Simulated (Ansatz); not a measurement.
Consider HfB$_{2}$ (space group P6/mmm, No. 191; a = 3.146 Å, c = 3.486 Å; relaxed with 0.1 eV smearing). Axes: x lies along a and z along c of the hexagonal cell.

Computed with DFT with PBE, PAW potentials and a 420 eV plane-wave cutoff in Ansatz (a quantum-chemistry and plane-wave program), spin-orbit coupling left out.

Strains are applied to the cell and any free atomic positions relax.

One change was made to it. Results:

The pressure (mean of the normal stresses, compression positive) goes from zero to -5.3 GPa; the energy goes up by 8.3 meV/atom.

Which change produced these results?
A. uniaxial strain ε_zz = −0.50 %
B. uniaxial strain ε_zz = +3.00 %
C. uniaxial strain ε_zz = +2.50 %
D. uniaxial strain ε_zz = +2.00 %
E. uniaxial strain ε_zz = −2.50 %

C, uniaxial strain ε_zz = +2.50 %. For comparison, the pressure in the other runs: uniaxial strain ε_zz = +2.00 % gives -4.3 GPa; uniaxial strain ε_zz = +3.00 % gives -6.2 GPa; uniaxial strain ε_zz = −0.50 % gives 1.2 GPa; uniaxial strain ε_zz = −2.50 % gives 6.2 GPa.

Stability against distortions was not tested. All final runs are without spin polarisation.
